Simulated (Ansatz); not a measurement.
The reference is TaC in the rock salt structure (space group Fm-3m, No. 225; relaxed with 0.1 eV smearing).

```yaml
crystal:
  lattice:
    - [0.00000, 2.22001, 2.22001]
    - [2.22001, 0.00000, 2.22001]
    - [2.22001, 2.22001, 0.00000]
  atoms:
    - { symbol: C, position: [0.00000, 0.00000, 0.00000] }
    - { symbol: Ta, position: [0.50000, 0.50000, 0.50000] }
```

Cartesian axes are those of the cell as printed.

Level of theory: plane-wave PAW DFT at the PBEsol level (Ansatz, a quantum-chemistry and plane-wave program, 420 eV), spin-orbit coupling left out, earlier PAW set.

Strains are applied to the cell and any free atomic positions relax; under biaxial strain the out-of-plane vector relaxes too; under stress the whole cell relaxes.

One change was made to it. Results:

The shortest interatomic distance shrinks by 0.014 Å, from 2.220 Å to 2.206 Å; the energy goes up by 1.1 meV/atom.

Q: Which change produced these results?
A) biaxial strain +4.94 %, plane normal [111], relaxed out of plane
B) strain tensor (xx, yy, zz, yz, xz, xy) = (+1.25, +0.67, +1.73, +1.27, +0.25, −0.99) %
C) uniaxial stress, 5 GPa compression along x

A: C, uniaxial stress, 5 GPa compression along x. For comparison, the energy relative to the base in the other runs: strain tensor (xx, yy, zz, yz, xz, xy) = (+1.25, +0.67, +1.73, +1.27, +0.25, −0.99) % gives +22 meV/atom; biaxial strain +4.94 %, plane normal [111], relaxed out of plane gives +97 meV/atom.

Beyond what the load breaks, stability against distortions was not tested. All final runs are without spin polarisation. An odd electron count without spin: TaC.
